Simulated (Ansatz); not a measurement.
# Co on the 1x1 (0001) surface of corundum (cut with top plane Al), one in a 1x1 cell, started at the site 'hollow Al-O-O-O over O at depth 2.3 Å'

Host crystal: corundum, with a band gap (PBE, scalar-relativistic without spin-orbit coupling).

The numbers are results of PBE (plane waves to 420 eV, PAW; Ansatz, an electronic-structure program), not measurements.

Set-up: 21 atoms, 6.7 Å thick at the start under the adsorbate (thin: gaps and levels are the slab's own); mesh 6x6x1; 0.01 eV smearing; dipole correction on; 9 atoms held, the rest relaxed; no symmetry held; spin-polarised, ending with about 2.1 μB a cell, a value that depends on the mesh; orders that need a larger cell were not tried, no spin-orbit, no U, no dispersion correction. The slab shows no gap over 0.04 eV on its mesh. At the end it is bonded to Al + 3 O. In PBE it is, or lies within 0.03 eV of, the lowest of the starts that converged.

The adsorption energy against an atom of hcp Co, ferromagnetic is 3.23 eV and the work function of the top face is 4.47 eV. The change of the step from the bottom to the top vacuum level, against the clean slab is 0.73 eV and the energy released by relaxation is 1.05 eV. The height of the binding atom over the mean of the host atoms within 0.3 Å of the top one is 0.786 Å. The nearest host atoms of the binding atom is O at 2.12 Å, O at 2.12 Å, O at 2.12 Å. The largest move of a host atom comes out as 0.60 Å. The caution is the clean host was not checked against rearrangement in a larger or rattled cell and the note is in the relaxation the adsorbate left its starting site by 1.6 Å. The cost comes out as very roughly 40 core-minutes.

A negative adsorption energy means that the adsorbate is more stable on the surface than in its reference.
